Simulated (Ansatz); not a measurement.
Fluorite PtAl2, treated with LDA (Ansatz, an electronic-structure program, PAW).

Run with plane-wave cutoff 520 eV, 20×20×20 k mesh, Fermi–Dirac smearing 0.091 eV (set by the program), scalar-relativistic PAW data made under PBE.

The cell has the measured lattice: a = b = c = 5.9100 Å, α = β = γ = 90.00°.

Question: Give the computed Voigt–Reuss–Hill bulk modulus, Poisson ratio and Young modulus.

Answer: 
- Voigt–Reuss–Hill bulk modulus = 128 GPa
- Poisson ratio = 0.350
- Young modulus = 115 GPa

Note: the cell isn't this level's own, so it is under some stress, which shifts stiffness and frequencies.

Elastic constants are with the ions relaxed.

Spin–orbit coupling is not included.

It cost about 9 core-minutes (a rough figure) of CPU time.
